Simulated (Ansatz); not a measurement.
**Hypothetical Fm-3m MoTe2: response to strain**

Take MoTe₂ (space group Fm-3m, No. 225; a hypothetical phase, not in the database extracts checked) as the base.

```
CELL_PARAMETERS angstrom
      0.00000     3.31970     3.31970
      3.31970     0.00000     3.31970
      3.31970     3.31970     0.00000
ATOMIC_POSITIONS crystal
  Mo 0.00000 0.00000 0.00000
  Te 0.25000 0.25000 0.25000
  Te 0.75000 0.75000 0.75000
```

Cartesian axes are those of the cell as printed.

Strains are applied to the cell and any free atomic positions relax; under biaxial strain the out-of-plane vector relaxes too.

All numbers come from Ansatz (a program for electronic structure), r2SCAN, PAW, cutoff 500 eV, no spin-orbit coupling.

Notes on the quantities. pressure: mean of the normal stresses, compression positive; energy relative to the base: free energy F.

```csv
case,shortest interatomic distance,space group,pressure,energy relative to the base
base,2.875 Å,Fm-3m (No. 225),0.0 GPa,0 meV/atom
"biaxial strain −0.53 %, plane normal [001], relaxed out of plane",2.873 Å,I4/mmm (No. 139),0.2 GPa,+0.3 meV/atom
"biaxial strain −2.06 %, plane normal [110], relaxed out of plane",2.833 Å,Immm (No. 71),1.2 GPa,+4.9 meV/atom
isotropic strain −1.14 %,2.842 Å,Fm-3m (No. 225),3.4 GPa,+8.4 meV/atom
isotropic strain +4.29 %,2.998 Å,Fm-3m (No. 225),-8.8 GPa,+101 meV/atom
uniaxial strain ε_xx = −0.60 %,2.869 Å,I4/mmm (No. 139),0.6 GPa,+0.3 meV/atom
uniaxial strain ε_xx = +2.97 %,2.904 Å,I4/mmm (No. 139),-2.6 GPa,+7.6 meV/atom
uniaxial strain ε_yy = −5.87 %,2.820 Å,I4/mmm (No. 139),6.5 GPa,+33 meV/atom
uniaxial strain ε_zz = −1.02 %,2.865 Å,I4/mmm (No. 139),1.0 GPa,+0.9 meV/atom
tensor shear ε_xz = +0.56 %,2.868 Å,Immm (No. 71),0.0 GPa,+0.1 meV/atom
```

Without a gap, meshes like the base's 12×12×12 leave anisotropic stresses uncertain by several tenths of a GPa, and small strain energies with them. Whether these cells are dynamically stable was not tested. The final runs are not spin-polarised. MoTe2 has a high density of states at the Fermi level and may be magnetic at this level.
